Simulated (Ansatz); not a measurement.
The starting structures come from a database of crystals and need not be the phases stable at ambient conditions.

 Where the default PAW files enter, the runs use the earlier of Ansatz's two default sets.

By LDA and PBEsol, the system below comes out a metal.

Given:

```yaml
crystal:
  lattice:
    - [2.88760, 0.00000, 0.00000]
    - [0.00000, 13.10482, 0.00000]
    - [1.44380, 0.00000, 2.50073]
  atoms:
    - { symbol: Al, position: [0.33333, 0.75000, 0.33333] }
    - { symbol: Al, position: [0.66667, 0.25000, 0.66667] }
    - { symbol: V, position: [0.33333, 0.41362, 0.33333] }
    - { symbol: V, position: [0.66667, 0.58638, 0.66667] }
    - { symbol: V, position: [0.66667, 0.91362, 0.66667] }
    - { symbol: V, position: [0.33333, 0.08638, 0.33333] }
    - { symbol: C, position: [0.00000, 0.00000, 0.00000] }
    - { symbol: C, position: [0.00000, 0.50000, 0.00000] }
```

Space group of this cell: P6_3/mmc. The cell is taken as given; by PBEsol its mean pressure is -3.7 GPa.

The current runs along the normal of the first two printed vectors, the (100) plane. All runs by Ansatz (a program for electronic structure), plane waves and PAW, without spin-orbit coupling; the base is PBEsol.

| run | mean pressure (GPa) | G/A, both spins (10¹⁵ S/m²) |
|---|---|---|
| base | -3.7 | 0.75 |
| all lengths scaled by 0.98 | 10.3 | 0.78 |
| all lengths scaled by 1.02 | -14.4 | 0.72 |
| lda in place of pbesol | -8.7 | 0.75 |
| lengths across the current scaled by 0.98, ions clamped | 5.4 | [?] |
| lengths across the current scaled by 1.02, ions clamped | -11.1 | 0.70 |
| lengths along the current scaled by 0.97, ions clamped | 2.9 | 0.71 |
| lengths along the current scaled by 1.03, ions clamped | -9.2 | 0.75 |

Task: Fill in the missing entries.

Result: 
- lengths across the current scaled by 0.98, ions clamped, G/A, both spins (10¹⁵ S/m²): 0.79
